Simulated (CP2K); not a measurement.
Band structure of SrAl2 (Imma, 6 atoms in the cell).

```xyz
6
Lattice="6.2377 0.0000 0.0000 -0.9829 6.1598 0.0000 -0.9609 -4.5015 4.2097" Properties=species:S:1:pos:R:3 pbc="T T T"
Sr     0.6118     0.0137     3.1573
Sr     3.6821     1.6445     1.0524
Al     0.4498     3.2281     1.8163
Al     3.8441    -1.5699     2.3934
Al     4.7724     4.8618     0.2885
Al    -0.4785    -3.2036     3.9212
```

Method: LDA (Pade form), GPW, DZVP-MOLOPT-SR-GTH basis, GTH-PADE potentials (GTH_POTENTIALS) in CP2K.

Settings: CUTOFF = 500 Ry; REL_CUTOFF = 50 Ry; SMEAR/METHOD = GAUSSIAN; SIGMA = 0.1 eV; KPOINTS/SCHEME = MONKHORST-PACK 6 6 6; GAMMA_CENTERED = T; XC_FUNCTIONAL = PADE; Sr/BASIS_SET = DZVP-MOLOPT-SR-GTH-q10; Sr/POTENTIAL = GTH-PADE-q10; Al/BASIS_SET = DZVP-MOLOPT-SR-GTH-q3; Al/POTENTIAL = GTH-PADE-q3; METHOD = GPW; EPS_DEFAULT = 1e-11; EXTRAPOLATION = USE_GUESS.

The starting cell comes from a database of computed structures (which also holds hypothetical and non-ambient phases and stackings), without a prior relaxation at this level. Its lattice was rescaled by a random factor within 2.5 % of one. Values carry the incompleteness of an atom-centred basis.

Levels in eV from the Fermi level, bands 13 to 18:
| point | 13 | 14 | 15 | 16 | 17 | 18 |
|---|---|---|---|---|---|---|
| Γ | -2.30 | -1.53 | -1.43 | -0.70 | 0.04 | 1.06 |
| X | -2.58 | -2.23 | -0.90 | -0.35 | 0.83 | 1.71 |
| L | -2.58 | -2.23 | -0.90 | -0.35 | 0.83 | 1.71 |
| T | -2.21 | -2.19 | -1.05 | -0.80 | -0.09 | 0.98 |
| W | -1.40 | -1.40 | -1.19 | -1.19 | 0.34 | 0.34 |
| R | -2.30 | -2.30 | -1.07 | -1.07 | 0.57 | 0.57 |
| X1 | -2.58 | -2.23 | -0.90 | -0.35 | 0.83 | 1.71 |
| Z | -1.75 | -1.11 | 0.58 | 0.67 | 0.73 | 0.82 |
| Y | -1.75 | -1.11 | 0.58 | 0.67 | 0.73 | 0.82 |
| S | -1.80 | -1.73 | -0.78 | -0.62 | 0.03 | 0.19 |

Bands cross the Fermi level along this path, so the cell is metallic at this level.

Higher empty bands are left out: an atom-centred basis made for the valence describes them poorly.
